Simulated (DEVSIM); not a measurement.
## Schottky contact on n-type GaN

Structure: Schottky contact on n-type GaN, at 300 K.

```
layer (left to right)  material  thickness (μm)  Nd (cm⁻³)  τn (s)  τp (s)
---------------------  --------  --------------  ---------  ------  ------
1                           GaN            10.0     1.2e17    2e-9    2e-9
2                           GaN            9.40     1.1e18    2e-9   6e-11
```

Left contact: Schottky, work function 5.48 eV, emission velocity 9.3e6 cm/s. Right contact: ohmic. Voltage is applied to the left contact. Recombination: SRH at mid-gap, radiative. Mobility is μmin + (μ − μmin)/(1 + (N/Nref)^α).

Constants are typed, rounded textbook-type inputs, not results; the design itself was drawn at random and stands for no fabricated device. Values at 300 K.

```csv
parameter,GaN
gap (eV),3.43
affinity (eV),4.1
permittivity,9.5
Nc (cm⁻³),2.3e18
Nv (cm⁻³),4.6e19
μn (cm²/Vs),1200
μp (cm²/Vs),100
"μn,min",55
"μp,min",3
"Nref,n",2e17
"Nref,p",3e17
αn,1
αp,2
B (cm³/s),1e-11
```

Model (solved in DEVSIM): 1D drift-diffusion, Boltzmann statistics, complete ionisation; no tunnelling, impact ionisation, image-force lowering or self-heating. Metal contacts follow the ideal Schottky-Mott rule: no Fermi-level pinning, no interface dipoles.

The potential step across the device at zero bias comes out as 1.361 V and the dark forward voltage at 1 A/cm² is 0.994 V. The dark forward voltage at 100 A/cm² is 1.125 V.

Dark forward current:

```csv
V (V),J (A/cm²)
0.20,4.9e-14
0.25,3.4e-13
0.30,2.3e-12
0.35,1.6e-11
0.40,1.1e-10
0.45,7.7e-10
0.50,5.3e-9
0.55,3.7e-8
0.60,2.5e-7
0.65,1.7e-6
0.70,1.2e-5
0.75,8.3e-5
0.80,0.00057
0.85,0.0039
0.90,0.027
0.95,0.19
1.00,1.3
1.05,8.4
1.10,50
1.15,200
1.20,490
1.25,880
1.30,1300
1.35,1800
1.40,2300
```

Small-signal capacitance in reverse bias (quasi-static):

```tsv
V (V)	C (nF/cm²)
-0.4	69.4
-1	59.6
-2	49.7
-3	43.5
-4	39.1
-6	33.3
-8	29.5
-10	26.8
-13	23.8
-16	21.6
-20	19.5
```
